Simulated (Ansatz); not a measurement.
Consider O vacancy in rutile SnO2, charge state +2. Method: PBE, PAW (plane waves to 420 eV; Ansatz, an electronic-structure program).

Cell of 72 host sites held at the relaxed PBE lattice; one k-point at (0.250, 0.250, 0.250); Fermi-Dirac width 0.01 eV, spin-restricted; finite-size errors left in. Energies are static. The charge state is imposed; whether it is stable for some Fermi level was not computed. Forms of the defect that were not tried may lie lower.

Barriers: single points on a 2×2×2 k-point mesh shifted by half a step at the bands' geometries.

The step: a nearby O atom hops onto the vacant site. Atoms about the jump, Cartesian Å from the middle of the jump, before and after:

| atom | x0 | y0 | z0 | x1 | y1 | z1 |
|---|---|---|---|---|---|---|
| O1 | 0.84 | 0.84 | 0.00 | -0.84 | -0.84 | 0.00 |
| Sn2 | 0.12 | 0.12 | 1.76 | -0.12 | -0.12 | 1.76 |
| Sn3 | 0.12 | 0.12 | -1.76 | -0.12 | -0.12 | -1.76 |
| O4 | -1.48 | 1.41 | 1.60 | -1.41 | 1.48 | 1.60 |
| O5 | -1.48 | 1.41 | -1.60 | -1.41 | 1.48 | -1.60 |
| O6 | 1.41 | -1.48 | 1.60 | 1.48 | -1.41 | 1.60 |
| O7 | 1.41 | -1.48 | -1.60 | 1.48 | -1.41 | -1.60 |
| Sn8 | -2.42 | 2.41 | 0.00 | -2.41 | 2.42 | 0.00 |
| Sn9 | 2.41 | -2.42 | 0.00 | 2.42 | -2.41 | 0.00 |
| Sn10 | 2.42 | 2.42 | 0.00 | 2.58 | 2.58 | 0.00 |
| Sn11 | -2.58 | -2.58 | 0.00 | -2.42 | -2.42 | 0.00 |
| O12 | 0.98 | 0.98 | -3.33 | 0.91 | 0.91 | -3.22 |
| O13 | -0.91 | -0.91 | 3.22 | -0.98 | -0.98 | 3.33 |
| O14 | 0.98 | 0.98 | 3.33 | 0.91 | 0.91 | 3.22 |
| O15 | -0.91 | -0.91 | -3.22 | -0.98 | -0.98 | -3.33 |
| O16 | 1.44 | 3.29 | -1.62 | 1.43 | 3.26 | -1.56 |
| O17 | -1.43 | -3.26 | 1.56 | -1.44 | -3.29 | 1.62 |
| O18 | 1.44 | 3.29 | 1.62 | 1.43 | 3.27 | 1.56 |
| O19 | -1.43 | -3.27 | -1.56 | -1.44 | -3.29 | -1.62 |
| O20 | -3.27 | -1.43 | 1.56 | -3.29 | -1.44 | 1.62 |
| O21 | 3.29 | 1.44 | -1.62 | 3.27 | 1.43 | -1.56 |
| O22 | -3.27 | -1.43 | -1.56 | -3.29 | -1.44 | -1.62 |
| O23 | 3.29 | 1.44 | 1.62 | 3.27 | 1.43 | 1.56 |

Problem. Predict the transition state.

Solution. 
| atom | x | y | z |
|---|---|---|---|
| O1 | 0.00 | 0.00 | 0.00 |
| Sn2 | 0.00 | 0.00 | 1.87 |
| Sn3 | 0.00 | 0.00 | -1.87 |
| O4 | -1.47 | 1.48 | 1.67 |
| O5 | -1.48 | 1.48 | -1.67 |
| O6 | 1.47 | -1.47 | 1.67 |
| O7 | 1.47 | -1.48 | -1.67 |
| Sn8 | -2.39 | 2.39 | 0.00 |
| Sn9 | 2.39 | -2.39 | 0.00 |
| Sn10 | 2.53 | 2.53 | 0.00 |
| Sn11 | -2.53 | -2.53 | 0.00 |
| O12 | 0.96 | 0.96 | -3.31 |
| O13 | -0.97 | -0.96 | 3.32 |
| O14 | 0.96 | 0.96 | 3.32 |
| O15 | -0.97 | -0.96 | -3.32 |
| O16 | 1.41 | 3.25 | -1.58 |
| O17 | -1.42 | -3.24 | 1.58 |
| O18 | 1.41 | 3.25 | 1.58 |
| O19 | -1.42 | -3.24 | -1.58 |
| O20 | -3.25 | -1.42 | 1.58 |
| O21 | 3.25 | 1.42 | -1.58 |
| O22 | -3.25 | -1.42 | -1.58 |
| O23 | 3.25 | 1.42 | 1.58 |
It lies 1.09 eV above the start and 1.09 eV above the end. The saddle point's order was not checked, and it lies on a symmetry element of the cell, where a band can be held.
